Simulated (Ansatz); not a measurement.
The starting structures come from a database of crystals and need not be the phases stable at ambient conditions.

By PBEsol, the system below comes out a metal.

```xyz
12
Lattice="4.9034 0.0000 0.0000 0.0000 6.9344 0.0000 0.0000 3.4672 3.3632" Properties=species:S:1:pos:R:3 pbc="T T T"
Ir     0.0000     3.4672     0.0000
Ir     2.4517     1.7336     1.6816
Ir     0.0000     0.0000     0.0000
Ir     2.4517     5.2008     1.6816
O      3.1878     5.8933     0.0000
O      1.7155     1.0411     0.0000
O      0.7361     6.2419     1.6816
O      4.1672     4.1597     1.6816
O      1.7155     3.4672     1.0098
O      3.1878     6.9344     2.3534
O      4.1672     1.7336     0.6718
O      0.7361     8.6680     2.6914
```

Space group of this cell: P2_1/c. The cell is strained (lengths along the current scaled by 0.97, ions clamped); by PBEsol its mean pressure is 2.0 GPa.

The current flows along the normal of the first two printed cell vectors. No spin-orbit coupling; the value is a mean over 0.1 eV about the Fermi level.

Q: Estimate the ballistic conductance per area that Ansatz (an electronic-structure program) with PBEsol returns for this system.

A: 0.90 × 10¹⁵ S/m² for both spins.
